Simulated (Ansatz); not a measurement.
Start from TeO2 in the fluorite structure (space group Fm-3m, No. 225; a = 5.323 Å; a hypothetical phase, not in the database extracts checked).

Perturbation: cell and atoms relaxed at a pressure of 30 GPa.

Levels (all Ansatz, a program for electronic structure, PAW, earlier PAW set): PBEsol (420 eV, scalar-relativistic without spin-orbit coupling); PBEsol+SOC (420 eV, noncollinear with spin-orbit coupling).

The geometry is relaxed with PBEsol.

| Quantity | Result |
|---|---|
| PBEsol band gap | 0.55 eV |
| PBEsol smallest direct gap | 2.83 eV |
| PBEsol electron mass | 0.59 mₑ along k, 0.25 mₑ across (off the special points) |

Task: How does going to PBEsol+SOC change the band gap, smallest direct gap and electron mass?

Result: The band gap drops by 0.056 eV, from 0.55 eV to 0.50 eV; the smallest direct gap drops by 0.06 eV, from 2.83 eV to 2.77 eV; the electron mass goes from 0.59 mₑ along k, 0.25 mₑ across (off the special points) to 0.61 mₑ along k, 0.25 mₑ across (off the special points).

Single points use the geometry relaxed with PBEsol. Differences between runs with and without spin-orbit coupling are approximate. Spin-orbit coupling, missing from the scalar runs, can matter with Te. Load acts through the strain it causes; cell and atoms are relaxed under it. Masses are band curvatures over ±0.01 Å⁻¹ around the edge. Along k means along the line from Γ to the band edge. No phonon test of stability was made. No other phases were tried under pressure.
